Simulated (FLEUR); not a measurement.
## FLEUR run on Ca (Fm-3m, 1 atom in the cell): self-consistent single point

Computed with PBEsol, all-electron FLAPW (FLEUR), scalar-relativistic valence.

Input:

Input of the input generator:

```
scf Ca
&input film=f /
-0.0000000000 5.2881528954 5.2881528954
5.2881528954 -0.0000000000 5.2881528954
5.2881528954 5.2881528954 -0.0000000000
1.0
1.0 1.0 1.0

1
20 0.0000000000 0.0000000000 0.0000000000

&comp jspins=1 /
&exco xctyp='PBEs' /
&kpt div1=5 div2=5 div3=5 /
&end /
```

```xml
<?xml version="1.0" encoding="UTF-8" standalone="no"?>
<fleurInput fleurInputVersion="0.39">
   <comment>
      scf Ca                                                                                              
   </comment>
   <calculationSetup>
      <cutoffs Kmax="3.8" Gmax="15.2" GmaxXC="15.2" numbands="0"/>
      <scfLoop itmax="100" minDistance="0.00001" maxIterBroyd="15" imix="Anderson" alpha="0.05" precondParam="0.0" spinf="2.0"/>
      <coreElectrons ctail="T" frcor="F" kcrel="0" coretail_lmax="0"/>
      <xcFunctional name="PBEs" relativisticCorrections="F"/>
      <magnetism jspins="1"/>
      <soc l_soc="F" theta="0.0" phi="0.0" spav="F"/>
      <expertModes spex="0" secvar="F"/>
      <geometryOptimization l_f="T" forcealpha="1.0" forcemix="BFGS" epsdisp="0.00001" epsforce="0.00001"/>
      <ldaU l_linMix="F" mixParam="0.05" spinf="1.0"/>
   </calculationSetup>
   <cell>
      <bzIntegration valenceElectrons="10.0" mode="hist" fermiSmearingEnergy="0.00367493">
         <kPointListSelection listName="default-1"/>
         <!-- k-points included here -->
         <xi:include xmlns:xi="http://www.w3.org/2001/XInclude" href="kpts.xml"> </xi:include>
      </bzIntegration>
      <!-- symmetry operations included here -->
      <xi:include xmlns:xi="http://www.w3.org/2001/XInclude" href="sym.xml"> </xi:include>
      <bulkLattice scale="1.0">
         <bravaisMatrix>
            <row-1>    0.0000000000000000     5.2881528953999997     5.2881528953999997</row-1>
            <row-2>    5.2881528953999997     0.0000000000000000     5.2881528953999997</row-2>
            <row-3>    5.2881528953999997     5.2881528953999997     0.0000000000000000</row-3>
         </bravaisMatrix>
      </bulkLattice>
   </cell>
   <atomSpecies>
      <species name="Calcium (Ca)" element="Ca" atomicNumber="20">
         <mtSphere radius="2.68" gridPoints="925" logIncrement="0.013"/>
         <atomicCutoffs lmax="10" lnonsphr="8"/>
         <electronConfig flipSpins="F">
            <coreConfig>(1s1/2) (2s1/2) (2p1/2) (2p3/2)</coreConfig>
            <valenceConfig>(3s1/2) (3p1/2) (3p3/2) (4s1/2)</valenceConfig>
         </electronConfig>
         <energyParameters s="4" p="4" d="3" f="4"/>
         <lo type="SCLO" l="0" n="3" eDeriv="0"/>
         <lo type="SCLO" l="1" n="3" eDeriv="0"/>
      </species>
   </atomSpecies>
   <atomGroups>
      <atomGroup species="Calcium (Ca)">
         <relPos label="                   1">.0000000000 .0000000000 .0000000000</relPos>
         <force calculate="T" relaxXYZ="TTT"/>
      </atomGroup>
   </atomGroups>
   <output dos="F" band="F" slice="F">
      <checks vchk="F" cdinf="F"/>
      <bandDOS minEnergy="-.5*Htr" maxEnergy="0.5*Htr" sigma="0.015" storeEVData="T"/>
      <vacuumDOS vacdos="F" integ="F" star="F" nstars="0" locx1="0.0" locy1="0.0" locx2="0.0" locy2="0.0" nstm="0" tworkf="0.0"/>
      <unfoldingBand unfoldBand="F" supercellX="1" supercellY="1" supercellZ="1"/>
      <plotting iplot="0" polar="F">
         <plot TwoD="T" vec1="  1.0  0.0  0.0" vec2="  0.0  1.0  0.0" vec3="  0.0  0.0  1.0" zero="  0.0  0.0  0.0" file="plot"/>
      </plotting>
      <chargeDensitySlicing numkpt="0" minEigenval="0.0" maxEigenval="0.0" nnne="0" pallst="F"/>
      <specialOutput eonly="F"/>
      <magneticCircularDichroism mcd="F" energyLo="-10.0" energyUp="0.0"/>
   </output>
  <!-- We include the file relax.xml here to enable relaxations (see documentation) -->
  <xi:include xmlns:xi="http://www.w3.org/2001/XInclude" href="relax.xml"> <xi:fallback/> </xi:include>
</fleurInput>
```

Output (repeated stretches shortened):

```
      Welcome to FLEUR        (www.flapw.de)
      MaX-Release 8.1          (www.max-centre.eu)

 ========== k-point set info ==========
 Selected k-point list: default-1
 k-point list type: mesh
 5 x 5 x 5
 Number of k points: 10

 ------------Calculation Setup---------------------------
           1           2           5          10
 Number of basis functions:          296
 Iteration:     1   Distance:       1.80664770 me/bohr^3
 Iteration:     2   Distance:       1.70859059 me/bohr^3
 Iteration:     3   Distance:       0.59160413 me/bohr^3
 Iteration:     4   Distance:       0.13562703 me/bohr^3
 Iteration:     5   Distance:       0.10249730 me/bohr^3
 Iteration:     6   Distance:       0.00514501 me/bohr^3
 Iteration:     7   Distance:       0.00479323 me/bohr^3
 Iteration:     8   Distance:       0.00024666 me/bohr^3
 Iteration:     9   Distance:       0.00011148 me/bohr^3
 Iteration:    10   Distance:       0.00001100 me/bohr^3
 Iteration:    11   Distance:       0.00000048 me/bohr^3

 Run finished successfully
 Stop message:
   Structural relaxation: Done

[file out, last iteration]
             iter=     12
          p o t e n t i a l   g e n e r a t o r
[...]
          integral of pseudo charge density inside the slab=        0.000000   0.000000
     coulomb potential in the interstitial region:
          density-coulomb potential integrals
          total density-coulomb potenti    -1036.6402345485
          density-effective potential integrals for spin  1
          total density-effective poten   -1.0827068980E+03
          charge density-energy density integrals
          total charge density-energy d   -3.5246010911E+01
 Updated energy parameters for spin:           1
  Atom    1 4s branch from -1.40 to  1.69 htr. ; e_l =  0.1176
  Atom    1 4p branch from -0.67 to  2.12 htr. ; e_l =  0.2254
  Atom    1 3d branch from -9.99 to  0.45 htr. ; e_l =  0.2064
  Atom    1 4f branch from -9.99 to  2.34 htr. ; e_l =  0.4907
  Atom    1 3s branch from-14.90 to -1.40 htr. ; e_l(l -1.4244
  Atom    1 3p branch from-11.98 to -0.67 htr. ; e_l(l -0.7284
[...]
 fermi energy and band-weighting factors:
at   0.40000   0.40000   0.40000   k-weight:    0.064000
    9 eigenvalues :
   -1.424407   -0.730430   -0.726938   -0.726938    0.054868    0.130454    0.198027    0.198027
    0.256128
   [... 2 blocks of this kind left out ...]

[...]
FERMIE:
          first approx. to ef    (T=0)  :   0.113024 htr   (energy of the highest occ. eigenvalue)
          number of occ. states  (T=0)  :         50
          first approx. to seigv (T=0)  :  -7.083601 htr
          sum of weights of occ. states :   5.000000
          sum of semicore charge        :   0.000000 e
FERHIS:  Fermi-Energy by histogram:
          bandgap                     :   0.005874 htr
          charge neutrality (T=0)     :   0.000000    (zero if the highest occ. eigenvalue is "entirely" occupied)
     EF_NEWTON:  Adjust Fermi-Energy by Newton-Method.
               Number of iterations needed  :   4
               The error in the weight is   :  0.13114E-11
               The error in ef is           : -0.77312E-13 htr
     -->  new fermi energy            :   0.114317 htr
          valence charge              :  10.000000 e
          actual charge blw ef-8kt    :   9.040000 e
          actual charge blw ef+8kt    :  10.000000 e
          number of occ. states       :        55
          sum of the valence weights  :    5.000000
          entropy         :   0.396832 *kb htr/K =   0.00000 htr/K
          sum of val. single particle energies:        -7.0829187641 htr
 Direct bandgap for spin            1 :    2.1401612265183320E-002  Htr
 at k-point            4  with k-vector   0.20000000000000001       0.59999999999999998       0.59999999999999998
          valence density: spin= 1
[...]
     l-like charge
     atom     s        p        d        f        total
 -->  1    2.18046  5.97895  0.18937  0.00055    8.34936
          total charge for spin  1=   10.000000
          interst. charge =       1.650641
          mt charge=              8.349359
          total charge  =   10.000000
          z= 20.     r(1)=  0.162701E-04     dx= 0.013000     m.t.index= 925
               n    l     j    energy       weight
               1.   0.   0.5 -144.6195      2.0000
               2.   0.   0.5  -14.8962      2.0000
               2.   1.   0.5  -12.0729      2.0000
               2.   1.   1.5  -11.9376      4.0000
          atom type    1  (spin 1)
          kinetic energy=  0.639891887782E+03     sum of the eigenvalues= -0.390927721095E+03
          0.00000000  electrons lost from core.
          total charge for spin  1=   20.000000
          interst. charge =       1.650641
          mt charge=             18.349359
          total charge  =   20.000000
          zc=    20.000000     qfix=    1.000000
     t o t a l  e n e r g y
          sum of eigenvalues =              -398.0106398592
          density-coulomb potential int    -1036.6402345485
          density-effective potential i    -1082.7068979644
          charge density-ex.-corr.energ      -35.2460109107
          el.-nucl. inter. diff. m.t.        803.9363735637
          Madelung term for atom type:        -6.7422501652
 ---->    total energy=                     -679.5484938086 htr
 ---->    (input%tkb*entropy) TS=              0.0014583299 htr
 ---->    free energy=                      -679.5499521384 htr
      extrapolation for T->0
 ---->    total electron energy=            -679.5492229735 htr
 ***** TOTAL FORCES ON ATOMS *****
 TOTAL FORCE FOR ATOM TYPE=  1  X=  0.000   Y=  0.000   Z=  0.000
                       FX_TOT= 0.000000 FY_TOT= 0.000000 FZ_TOT= 0.000000
 Structural relaxation: Done
```

The run converged in 11 iterations. FLEUR gives forces in its relaxation mode, with a further iteration, so its stop message speaks of a relaxation.

The starting cell has typed, rounded lattice constants, without a prior relaxation at this level. Its lattice was rescaled by up to half a per cent. Values depend on the basis (sphere radii, cutoffs, local orbitals), which need not be converged. The log's line on a gap gives a spacing of levels on this mesh, which the program prints for metals too.
